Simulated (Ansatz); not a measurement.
Density of states of GaP (F-43m) below the valence band maximum, Ansatz (a first-principles code) with r2SCAN with spin-orbit coupling, rigid bands; cell volume 40.5 Å³.

```json
[
 {"energy from edge (eV)": "0.006", "10⁻³ states/eV/cell": "13.3"},
 {"energy from edge (eV)": "0.031", "10⁻³ states/eV/cell": "40.9"},
 {"energy from edge (eV)": "0.056", "10⁻³ states/eV/cell": "71.6"},
 {"energy from edge (eV)": "0.081", "10⁻³ states/eV/cell": "101"},
 {"energy from edge (eV)": "0.106", "10⁻³ states/eV/cell": "128"},
 {"energy from edge (eV)": "0.131", "10⁻³ states/eV/cell": "149"},
 {"energy from edge (eV)": "0.156", "10⁻³ states/eV/cell": "168"},
 {"energy from edge (eV)": "0.181", "10⁻³ states/eV/cell": "185"},
 {"energy from edge (eV)": "0.206", "10⁻³ states/eV/cell": "202"},
 {"energy from edge (eV)": "0.231", "10⁻³ states/eV/cell": "218"},
 {"energy from edge (eV)": "0.256", "10⁻³ states/eV/cell": "233"},
 {"energy from edge (eV)": "0.281", "10⁻³ states/eV/cell": "248"},
 {"energy from edge (eV)": "0.319", "10⁻³ states/eV/cell": "270"},
 {"energy from edge (eV)": "0.344", "10⁻³ states/eV/cell": "285"},
 {"energy from edge (eV)": "0.369", "10⁻³ states/eV/cell": "300"},
 {"energy from edge (eV)": "0.394", "10⁻³ states/eV/cell": "314"},
 {"energy from edge (eV)": "0.419", "10⁻³ states/eV/cell": "329"},
 {"energy from edge (eV)": "0.444", "10⁻³ states/eV/cell": "343"},
 {"energy from edge (eV)": "0.469", "10⁻³ states/eV/cell": "358"},
 {"energy from edge (eV)": "0.494", "10⁻³ states/eV/cell": "373"},
 {"energy from edge (eV)": "0.519", "10⁻³ states/eV/cell": "388"},
 {"energy from edge (eV)": "0.544", "10⁻³ states/eV/cell": "404"},
 {"energy from edge (eV)": "0.569", "10⁻³ states/eV/cell": "420"},
 {"energy from edge (eV)": "0.594", "10⁻³ states/eV/cell": "435"}
]
```

**Question.** What effective density of states at 300 K does this give (∫ g(E) exp(−E/k_BT) dE, both spins, divided by the cell's size)?

**Answer.** 2.3e19 cm⁻³, a density-of-states mass of 0.93 mₑ, valleys and band degeneracy included.

Geometry: cell and atoms relaxed with r2SCAN.
